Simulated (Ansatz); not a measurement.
System: Cu (model structure, Pm-3m, No. 221, 1 atom in the cell). Method: r²SCAN in Ansatz (PAW).

Settings: plane-wave cutoff 560 eV, 22×22×22 k mesh, Fermi–Dirac smearing 0.05 eV, no spin polarisation, scalar-relativistic PAW data made under PBE.

Cell (relaxed at this level):

Space group Pm-3m (No. 221); a = 2.3689 Å, b = 2.3689 Å, c = 2.3689 Å, α = 90.00°, β = 90.00°, γ = 90.00°

```json
[
 {"atom": "Cu", "site": "1a", "symmetry": "m-3m", "x": "0.0000", "y": "0.0000", "z": "0.0000"}
]
```

### Question
Give the computed bulk modulus.

### Answer

bulk modulus: 118 GPa

Note: the run has no spin polarisation, so it can have missed a magnetic state; the bulk modulus is −V dP/dV from two relaxed cells at ±2 % in volume; the relaxation could raise the start's symmetry but not lower it, so the cell can be a saddle point.

The result took about 30 core-seconds (a rough figure).

A model structure was made by putting elements into a prototype or built by hand; it is no filed structure, need not be a known phase, and can be a saddle point held by its symmetry.

Ansatz is a program for electronic structure.
